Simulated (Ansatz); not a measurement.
**Converging the k-point mesh: ScB₂ (P6mm, 3 atoms in the cell)**

```
ScB2
1.0
    3.12968     0.00000     0.00000
   -1.56484     2.71039     0.00000
    0.00000     0.00000     3.51772
Sc B
1 2
Direct
  0.00000   0.00000   0.01421
  0.66667   0.33333   0.50000
  0.33333   0.66667   0.50000
```

Method: PBEsol, default PAW files made with PBE (plane waves; Ansatz, a program for electronic structure).

Base settings: basis.ecutwfc = 420 eV; kpoints.mp_grid.grid = 12 12 9; hamiltonian.xc = pbesol; hamiltonian.pseudopotentials = {kind: paw} (the program's default PAW files); scf.occupations.method = gaussian; scf.occupations.width = 0.1 eV.

The second cell is the first with its lattice scaled by 0.98.

Only quantities that move along the ladder and can be compared are tabulated.

The count of work is k-points × plane waves × bands × iterations; it is no time. Core times come from one kind of shared machine, to one figure; runs under 30 s give none.

The starting cell comes from a database of computed structures (which also holds hypothetical and non-ambient phases and stackings), without a prior relaxation at this level. Its lattice was rescaled by up to half a per cent. One atom was moved a little off its site on purpose. Ansatz's pressure includes its estimate of the finite-basis (Pulay) stress.

| kpoints.mp_grid.grid | free energy less the last step's (meV/atom) | energy of the compressed cell less the first (meV/atom) | pressure (GPa) | largest difference of a force vector from the last step's (eV/Å) | count of work / last | core time / last (rough) |
|---|---|---|---|---|---|---|
| 2 2 2 | 209.76 | 3.42 | -5.06 | 0.140 | 0.0019 | – |
| 3 3 2 | 135.55 | 16.61 | -1.73 | 0.202 | 0.0024 | – |
| 3 3 3 | 139.72 | 16.10 | -1.78 | 0.157 | 0.0028 | – |
| 4 4 3 | 9.50 | 15.23 | -2.06 | 0.011 | 0.0032 | – |
| 5 5 4 | -13.81 | 14.06 | -2.39 | 0.012 | 0.0061 | – |
| 6 6 5 | 1.77 | 15.42 | -2.03 | 0.021 | 0.0085 | – |
| 7 7 6 | -4.32 | 15.64 | -1.98 | 0.026 | 0.013 | – |
| 8 8 6 | -2.91 | 15.30 | -2.06 | 0.012 | 0.016 | – |
| 9 9 7 | -1.17 | 15.62 | -1.97 | 0.012 | 0.019 | – |
| 10 10 8 | -0.97 | 15.71 | -1.96 | 0.007 | 0.028 | – |
| 12 12 9 | -0.96 | 15.72 | -1.95 | 0.003 | 0.039 | – |
| 13 13 10 | 0.04 | 15.75 | -1.94 | 0.004 | 0.051 | – |
| 14 14 11 | -0.06 | 15.77 | -1.93 | 0.007 | 0.058 | – |
| 16 16 12 | 0.09 | 15.69 | -1.95 | 0.009 | 0.085 | – |
| 17 17 13 | 0.19 | 15.70 | -1.95 | 0.008 | 0.094 | – |
| 19 19 15 | 0.20 | 15.67 | -1.96 | 0.003 | 0.13 | – |
| 21 21 16 | 0.03 | 15.70 | -1.96 | 0.001 | 0.18 | – |
| 24 24 18 | -0.04 | 15.74 | -1.95 | 0.002 | 0.25 | – |
| 26 26 20 | -0.03 | 15.73 | -1.95 | 0.001 | 0.31 | – |
| 29 29 22 | -0.01 | 15.72 | -1.95 | 0.000 | 0.41 | – |
| 32 32 25 | -0.01 | 15.70 | -1.95 | 0.001 | 0.54 | 0.6 |
| 36 36 28 | -0.01 | 15.71 | -1.95 | 0.001 | 0.77 | 0.6 |
| 40 40 31 | 0.00 | 15.72 | -1.95 | 0.000 | 1.0 | 1 |

Coarsest kpoints.mp_grid.grid that holds the free energy within 0.5 meV/atom of the last step, with all finer ones: 13 13 10, at 0.051 of the last step's count of work; the step before is off by 0.96 meV/atom.

Coarsest kpoints.mp_grid.grid that holds the energy of the compressed cell less the first within 0.2 meV/atom of the last step, with all finer ones: 9 9 7, at 0.019 of the last step's count of work; the step before is off by 0.42 meV/atom.

Coarsest kpoints.mp_grid.grid that holds the forces within 0.01 eV/Å of the last step, with all finer ones: 10 10 8, at 0.028 of the last step's count of work; the step before is off by 0.012 eV/Å.

The energy difference between the two cells stays within 1 meV/atom of the last step's from 6 6 5 on, the total only from 10 10 8 on: much of the error is common to both cells and cancels.

Keys are those of Ansatz 0.2.
